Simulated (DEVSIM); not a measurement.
Device: abrupt Si n-p junction, at 300 K.

Layer 1 from the left is Si, thickness (μm) 0.840, Nd (cm⁻³) 1.7e17, τn (s) 0.00018, τp (s) 0.00018. Layer 2 from the left is Si, thickness (μm) 2.80, Na (cm⁻³) 1.6e15, τn (s) 0.00018, τp (s) 0.00018.

Left contact: ohmic. Right contact: ohmic. Voltage is applied to the left contact. Recombination: SRH at mid-gap. Mobility is μmin + (μ − μmin)/(1 + (N/Nref)^α).

This is a model device: material constants are rounded textbook-type values typed into the input, and sizes, dopings and lifetimes were drawn at random. Values at 300 K.

Si: gap (eV) 1.124, affinity (eV) 4.05, permittivity 11.7, Nc (cm⁻³) 2.86e19, Nv (cm⁻³) 3.1e19, μn (cm²/Vs) 1417, μp (cm²/Vs) 470, μn,min 52, μp,min 45, Nref,n 9.7e16, Nref,p 2.2e17, αn 0.68, αp 0.72.

Task: Estimate by hand the built-in potential, the peak field at zero bias, the capacitance at 0.6 V, and compare with a numerical solution.

Result: 
- Built-in potential: ni = √(Nc Nv) exp(−Eg/2kT) = 1.08e10 cm⁻³ with Eg = 1.124 eV; Vbi = kT/q ln(Na Nd/ni²) = 0.736 V; numerical 0.736 V.
- Peak field at zero bias: depletion approximation: W = √(2εVbi/(qN)) = 0.775 μm with N = 1.59e15 cm⁻³; field = 2Vbi/W = 19000 V/cm; numerical 27000 V/cm (estimate below by 30 %).
- Capacitance at 0.6 V: C = √(qεN / 2(Vbi + |V|)) = 9.92 nF/cm²; numerical 10.2 nF/cm² (estimate below by 2.8 %).

DEVSIM, 1D drift-diffusion, Boltzmann statistics, complete ionisation; no tunnelling, impact ionisation, image-force lowering or self-heating.
